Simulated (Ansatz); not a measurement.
NiGe under a change: isotropic strain −0.96 %

Start from NiGe (space group Pnma, No. 62; a = 5.408 Å, b = 3.473 Å, c = 5.847 Å; non-magnetic).

Modification: the cell is scaled by 0.9904 in all directions; the atoms relax in the strained cell.

Computed with Kohn–Sham DFT with the PBE functional, run in Ansatz (a first-principles code) with PAW and 420 eV plane waves, no SOC, earlier PAW set. Settings: 9×13×8 k-points, 0.05 eV Fermi–Dirac smearing.

Volume per atom: 13.34 Å³ (base 13.73 Å³)
Space group: Pnma (No. 62) (base Pnma (No. 62))
Shortest interatomic distance: 2.338 Å (base 2.354 Å)
Energy relative to the base (free energy F): +5.0 meV/atom
Pressure (mean of the normal stresses, compression positive): 4.2 GPa (base 0.0 GPa)
Band gap: zero (base zero)
Largest internal atomic displacement: 0.010 Å

Whether these cells are dynamically stable was not tested. Starting moments died away, wholly or in part, for the base; another magnetic solution may exist. The final runs are not spin-polarised.
